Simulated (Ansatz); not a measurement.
Defect: interstitial Al in 2H silicon carbide, charge state +1. The step: Al moves alone to another site; the atom moves 2.54 Å along (0.00, 0.00, 0.50) of the unit cell; the moving atom starts with neighbours 3 C at 1.91; 3 Si at 2.31, 3 Si at 2.38 Å and ends with 3 C at 1.91; 3 Si at 2.31, 3 Si at 2.38 Å. DFT values are from Ansatz (plane-wave PAW, 420 eV unless said) in a cell of 72 host sites, spin-restricted, static, with no finite-size correction. The host's phase is taken as given; its stability against other phases was not computed. The charge state is imposed; whether it is stable for some Fermi level was not computed. Sites that were not tried may lie lower. The start lies 0.47 eV above the lowest site run (PBE). For the PBE band: the saddle point's order was not checked, and it lies on a symmetry element of the cell, where a band can be held.

```
Level                                                                      Forward barrier (eV)  Cost of the band or of the saddle's single point
-------------------------------------------------------------------------  --------------------  ------------------------------------------------
CHGNet universal potential (has no charge state), its own band                             1.79                                                 -
PBE, the Γ point alone, band relaxed                                                       2.65                            roughly 3 core-minutes
PBE, a 2×2×2 k-point mesh shifted by half a step along c, same geometries                  2.40                      very roughly 50 core-seconds
r2SCAN at 500 eV, the Γ point alone, same geometries                                       2.76            about 30 core-seconds (a rough figure)
```

Ansatz is a quantum-chemistry and plane-wave program.
